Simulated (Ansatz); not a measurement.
Worked example: self-consistent single point of NaGa₄ (I4/mmm, 5 atoms in the cell) in Ansatz (a quantum-chemistry and plane-wave program).

Method: r2SCAN, default PAW files made with PBE (plane waves; Ansatz).

```
CELL_PARAMETERS angstrom
     -2.11500     2.11500     5.63600
      2.11500    -2.11500     5.63600
      2.11500     2.11500    -5.63600
ATOMIC_POSITIONS crystal
  Ga 0.75000 0.25000 0.50000
  Ga 0.25000 0.75000 0.50000
  Na 0.00000 0.00000 0.00000
  Ga 0.38880 0.38880 0.00000
  Ga 0.61120 0.61120 0.00000
```

Reference input (self-consistent single point, DFT, r2SCAN, plane waves, default PAW files made with PBE): kpoints.mp_grid.grid = 7 7 7; hamiltonian.xc = r2scan; hamiltonian.pseudopotentials = {kind: paw} (the program's default PAW files); scf.occupations.method = cold; scf.occupations.width = 0.136 eV. This run's input differs from it in these lines:

```diff
@@ -21,3 +21,3 @@
     method: cold
-    width: 0.136 eV
+    width: 0.5 eV
 output:
```

Log, with long lists cut:

```
SCF iter   1: F=—  HF=-16650.557136 eV  |F-HF|=—  |Δ(HF+E_count)|=         —  Δρ=1.02e-2  dr2=6.24e-2  dr2_τ=5.04e-3  ethr=1.77e-3  ⟨swp⟩=4.6  Hψ=4843  notcnv=0
all-band conjugate gradients solve this SCF's bands
preconditioner: auto → Kerker (q_TF=auto, 2.509 Å⁻¹)
SCF iter   2: F=—  HF=-16650.573054 eV  |F-HF|=—  |Δ(HF+E_count)|=   1.59e-2  S|Δr|=    0.00e0  Δρ=3.43e-3  dr2=1.60e-2  dr2_τ=3.61e-4  ethr=1.02e-4  ⟨swp⟩=2.0  Hψ=2977  notcnv=0
   [... lines left out ...]
SCF iter   7: F=—  HF=-16650.570557 eV  |F-HF|=—  |Δ(HF+E_count)|=   1.22e-6  S|Δr|=    0.00e0  Δρ=6.55e-5  dr2=4.45e-6  dr2_τ=4.07e-8  ethr=1.89e-8  ⟨swp⟩=2.0  Hψ=2510  notcnv=0
SCF iter   8: F=—  HF=-16650.570555 eV  |F-HF|=—  |Δ(HF+E_count)|=   1.21e-6  S|Δr|=    0.00e0  Δρ=2.24e-5  dr2=6.97e-7  dr2_τ=5.42e-9  ethr=7.30e-9  ⟨swp⟩=2.0  Hψ=2510  notcnv=0
SCF iter   9: F=-16650.570556 eV  HF=-16650.570556 eV  |F-HF|=2.65e-8  |Δ(HF+E_count)|=   3.57e-7  S|Δr|=    0.00e0  Δρ=5.84e-6  dr2=5.16e-8  dr2_τ=5.03e-10  ethr=1.64e-10  ⟨swp⟩=5.9  Hψ=6453  notcnv=0
SCF 1 converged in 9 iterations: F = -16650.570556 eV  dr2 = 5.16e-8
Stability not checked (fill_not_monotonic)
Free energy (F): -16650.570556 eV
Internal energy: -16650.613877 eV  (E = F + TS)
E sigma→0 (E₀):  -16650.584996 eV
Entropy (-TS):   0.043321 eV (8.664 meV/atom)
Fermi energy:    7.771856 eV
--- Forces (eV/Å), atoms counted from 1 ---
  atom   1  Ga    -0.00000000     0.00000000     0.00000000
  atom   2  Ga     0.00000000    -0.00000000     0.00000000
  atom   3  Na     0.00000000     0.00000000     0.00000000
  atom   4  Ga     0.00000000    -0.00000000     0.04656857
  atom   5  Ga    -0.00000000    -0.00000000    -0.04656857
--- Stress (GPa, compression-positive) ---
       -1.255323       0.000000       0.000000
        0.000000      -1.255323      -0.000000
        0.000000       0.000000      -1.904878
  P = ⅓ Tr σ = -1.4718 GPa (-14.718 kbar)
  The stress holds the Pulay correction. Without it, at fixed plane waves, as pw.x and ABINIT print it: P = -1.5260 GPa
```

The run converged in 9 iterations. Against the reference run the free energy rises by 4.4 meV/atom, the pressure moves little (-1.51 to -1.47 GPa) and the largest force goes from 0.055 to 0.047 eV/Å.

The starting cell comes from a database of published, mostly measured structures (it also holds non-ambient and calculated ones), without a prior relaxation at this level. Ansatz's pressure includes its estimate of the finite-basis (Pulay) stress.

Keys are those of Ansatz 0.2.
